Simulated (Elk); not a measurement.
A self-consistent single point of CoSn (P6/mmm, 6 atoms in the cell) with Elk.

Computed with Elk with PBEsol, all-electron FP-LAPW, Elk's shipped species files, APW+lo basis with extra local orbitals.

```
CELL_PARAMETERS angstrom
      5.24761     0.00000     0.00000
     -2.62381     4.54457     0.00000
      0.00000     0.00000     4.18885
ATOMIC_POSITIONS crystal
  Co 0.00000 0.50000 0.00000
  Co 0.50000 0.00000 0.00000
  Co 0.50000 0.50000 0.00000
  Sn 0.66667 0.33333 0.50000
  Sn 0.33333 0.66667 0.50000
  Sn 0.00000 0.00000 0.00000
```

Reference input (self-consistent single point, DFT, PBE, all-electron FP-LAPW, Elk's shipped species files, APW+lo basis with extra local orbitals): xctype = 20; rgkmax = 8; stype = 3; swidth = 0.00367493 Ha; ngridk = 6 6 7; tforce = true; gmaxvr = 18 1/bohr; lmaxapw = 10; lmaxo = 8; nxlo = 2; lorbcnd = true; lradstp = 2. This run's input differs from it in these lines:

```diff
@@ -4,3 +4,3 @@
 xctype
-  20
+  22
```

Output (repeated stretches shortened):

```
│ Self-consistent loop started │
│ Loop number : 1 │
 total energy                :     -22759.8660328
│ Loop number : 2 │
 total energy                :     -22756.3631289
RMS change in Kohn-Sham potential (target) :   0.4272499090     (  0.1000000000E-05)
Absolute change in total energy (target)   :    3.502903995     (  0.1000000000E-03)
│ Loop number : 3 │
 total energy                :     -22747.4433188
RMS change in Kohn-Sham potential (target) :   0.3238260012     (  0.1000000000E-05)
Absolute change in total energy (target)   :    9.795536091     (  0.1000000000E-03)
│ Loop number : 4 │
   [... lines left out ...]
Absolute change in total energy (target)   :   0.1248031844E-02 (  0.1000000000E-03)
│ Loop number : 17 │
 total energy                :     -22705.9227952
RMS change in Kohn-Sham potential (target) :   0.2319776812E-06 (  0.1000000000E-05)
Absolute change in total energy (target)   :   0.4349166884E-03 (  0.1000000000E-03)
│ Loop number : 18 │
 total energy                :     -22705.9228331
RMS change in Kohn-Sham potential (target) :   0.6941624611E-07 (  0.1000000000E-05)
Absolute change in total energy (target)   :   0.7084933168E-04 (  0.1000000000E-03)
Convergence targets achieved

│ Loop number : 19 │

Energies :
 Fermi                       :     0.339550604576
 total energy                :     -22705.9228490

Density of states at Fermi energy :    95.55569094
 (states/Hartree/unit cell)

Estimated indirect band gap :   0.3687565033E-02
 from k-point     17 to k-point     21
Estimated direct band gap   :   0.1089194977E-01
 at k-point     21

Charges :
 core                        :    126.0000000
 valence                     :    105.0000000
 interstitial                :    10.14033202
 muffin-tins (core leakage)
  species :    1 (Co)
   atom    1                 :    25.88725638     (  0.1323506663E-02)
   atom    2                 :    25.88725638     (  0.1323506663E-02)
   atom    3                 :    25.88725638     (  0.1323506663E-02)
  species :    2 (Sn)
   [... lines left out ...]
   total force               :    -0.00000000   -0.00000000    0.00000000
   total magnitude           :     0.00000000
  atom :    3
   Hellmann-Feynman          :     0.00000000    0.00000000    0.00000000
   IBS                       :    -0.00000000    0.00000000    0.00000000
   total force               :     0.00000000    0.00000000    0.00000000
   total magnitude           :     0.00000000
```

The run converged in 19 iterations. The count includes the last loop, which Elk runs after its targets are met. 

The starting cell comes from a database of computed structures (which also holds hypothetical and non-ambient phases and stackings), without a prior relaxation at this level. Its lattice was rescaled by a random factor within 2.5 % of one. Spin polarisation is off. Values depend on the basis (sphere radii, cutoffs, local orbitals), which need not be converged. The log's line on a gap gives a spacing of levels on this mesh, which the program prints for metals too.

Cost on one core of a shared machine: roughly 5 min.
